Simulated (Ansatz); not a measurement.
```yaml
crystal:
  lattice:
    - [4.73978, 0.00000, 0.00000]
    - [0.00000, 4.73978, 0.00000]
    - [0.00000, 0.00000, 6.58419]
  atoms:
    - { symbol: Si, position: [0.32431, 0.32431, 0.00000] }
    - { symbol: Si, position: [0.82431, 0.17569, 0.75000] }
    - { symbol: Si, position: [0.17569, 0.82431, 0.25000] }
    - { symbol: Si, position: [0.67569, 0.67569, 0.50000] }
    - { symbol: O, position: [0.22916, 0.15266, 0.20042] }
    - { symbol: O, position: [0.72916, 0.34734, 0.54958] }
    - { symbol: O, position: [0.27084, 0.65266, 0.04958] }
    - { symbol: O, position: [0.77084, 0.84734, 0.70042] }
    - { symbol: O, position: [0.84734, 0.77084, 0.29958] }
    - { symbol: O, position: [0.34734, 0.72916, 0.45042] }
    - { symbol: O, position: [0.65266, 0.27084, 0.95042] }
    - { symbol: O, position: [0.15266, 0.22916, 0.79958] }
```

No spin polarisation.

The values are results of Ansatz (a quantum-chemistry and plane-wave program) r2SCAN, spin-orbit coupling left out, not measurements. Γ-centred 6×6×4 mesh, Fermi–Dirac width 0.05 eV.

Q: What is the computed band gap?

A: 6.66 eV.

Q: Estimate the valence-band top at Γ (three highest levels, from the VBM).

A: 0.00, -0.54, -0.54 eV.

Q: Predict the width of the top valence band.

A: 0.51 eV.

Q: Estimate the electron mass.

A: 0.49 mₑ (at Γ).

The cells carry an imposed strain or load. Effective masses come from finite differences of ±0.01 Å⁻¹. Stability against distortions was not tested. The cell was made from SiO2 (space group P4_12_12, No. 92) by this change: isotropic strain −4.83 %.
